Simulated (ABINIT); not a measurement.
Worked example: self-consistent single point of RuRh (P-6m2, 2 atoms in the cell) in ABINIT.

Method: PBEsol, norm-conserving pseudopotentials (PseudoDojo nc-sr-04 PBEsol standard) (plane waves; ABINIT).

The change in words: lattice scaled by 0.98. Reference geometry:
```xyz
2
Lattice="2.7731 0.0000 0.0000 -1.3865 2.4016 0.0000 0.0000 0.0000 4.3994" Properties=species:S:1:pos:R:3 pbc="T T T"
Ru     0.0000     0.0000     2.1997
Rh     1.3865     0.8005     0.0000
```

Reference input (self-consistent single point, DFT, PBEsol, plane waves, norm-conserving pseudopotentials (PseudoDojo nc-sr-04 PBEsol standard)): pseudos = [Ru.upf, Rh.upf]; ecut = 88 Ry; ixc = -116133; occopt = 3; tsmear = 0.136 eV; ngkpt = 9 9 5; nshiftk = 1; shiftk = 0 0 0; potentials = PseudoDojo nc-sr-04 PBEsol standard; nband = 23; kptopt = 1; nstep = 60. This run's input differs from it in these lines:

```diff
@@ -3,6 +3,6 @@
 pseudos "Ru.upf, Rh.upf"
-acell 5.2403833237 5.2403833237 8.3136270976
+acell 5.1355758799 5.1355758799 8.1473538754
 rprim
-         1.0000000000    0.0000000541    0.0000000000
-        -0.5000000468    0.8660253768    0.0000000000
+         1.0000000000    0.0000000305    0.0000000000
+        -0.5000000264    0.8660253885    0.0000000000
          0.0000000000    0.0000000000    1.0000000000
@@ -13,4 +13,4 @@
 xcart
-         0.0000000000    0.0000000000    2.1996910000
-         1.3865456724    0.8005226171    0.0000000000
+         0.0000000000    0.0000000000    2.1556970000
+         1.3588148363    0.7845121667    0.0000000000
       Angstrom
```

The program printed (abridged):

```
--- !BeginCycle
solver: {iscf: 7, nstep: 60, nline: 4, wfoptalg: 0, }
tolerances: {tolvrs: 1.00E-10, }
...

     iter   Etot(hartree)      deltaE(h)  residm     vres2
 ETOT  1  -218.06207311137    -2.181E+02 2.278E-01 2.657E+02
 ETOT  2  -218.09806548897    -3.599E-02 2.020E-02 9.554E+02
 ETOT  3  -217.94267457194     1.554E-01 1.118E-02 2.775E+03
 ETOT  4  -218.23969028605    -2.970E-01 1.680E-02 2.475E-01
 ETOT  5  -218.23965442309     3.586E-05 7.113E-03 6.987E-01
   [... 2 lines left out ...]
 ETOT  8  -218.23972892830    -2.569E-09 7.525E-04 4.928E-08
 ETOT  9  -218.23972892831    -1.333E-11 1.118E-03 2.072E-09
 ETOT 10  -218.23972892831    -2.842E-13 5.692E-04 1.138E-10
 ETOT 11  -218.23972892831     1.677E-12 7.714E-04 5.122E-12
 At SCF step   11       vres2   =  5.12E-12 < tolvrs=  1.00E-10 =>converged.

 Cartesian components of stress tensor (hartree/bohr^3)
  sigma(1 1)=  2.58049869E-04  sigma(3 2)=  0.00000000E+00
  sigma(2 2)=  2.58049873E-04  sigma(3 1)=  0.00000000E+00
  sigma(3 3)=  2.02417224E-04  sigma(2 1)= -6.37004566E-13

 ----iterations are completed or convergence reached----

 reduced coordinates (array xred) for    2 atoms
       0.000000000000      0.000000000000      0.500000002183
       0.666666666667      0.333333333333      0.000000002183
 cartesian forces (eV/Angstrom) at end:
    1     -0.00000000000000    -0.00000000000000    -0.00000000000000
    2      0.00000000000000     0.00000000000000    -0.00000000000000
 frms,max,avg= 7.1896577E-27 1.0784486E-26   0.000E+00  0.000E+00  0.000E+00 e/A
   [... lines left out ...]
 Fermi (or HOMO) energy (eV) =  16.85254   Average Vxc (eV)= -14.59400
   [... lines left out ...]
total_energy        : -2.18239728928309E+02
total_energy_eV     : -5.93860503737056E+03
band_energy         : -1.26435474247206E+01
...

-Cartesian components of stress tensor (GPa)         [Pressure= -7.0465E+00 GPa]
- sigma(1 1)=  7.59208800E+00  sigma(3 2)=  0.00000000E+00
- sigma(2 2)=  7.59208809E+00  sigma(3 1)=  0.00000000E+00
- sigma(3 3)=  5.95531933E+00  sigma(2 1)= -1.87413182E-08

 Calculation completed.
```

The run converged in 11 iterations. Against the reference run the free energy falls by 79.3 meV/atom and the pressure goes from -21.66 to -7.05 GPa.

The starting cell comes from a database of computed structures (which also holds hypothetical and non-ambient phases and stackings), without a prior relaxation at this level. Its lattice was rescaled by a random factor within 2.5 % of one. For this run, on top of that: lattice scaled by 0.98. Spin polarisation is off. With a pressure of about -7 GPa the cell is away from its equilibrium volume at this level.

Cost on one core of a shared machine: roughly 2 min.
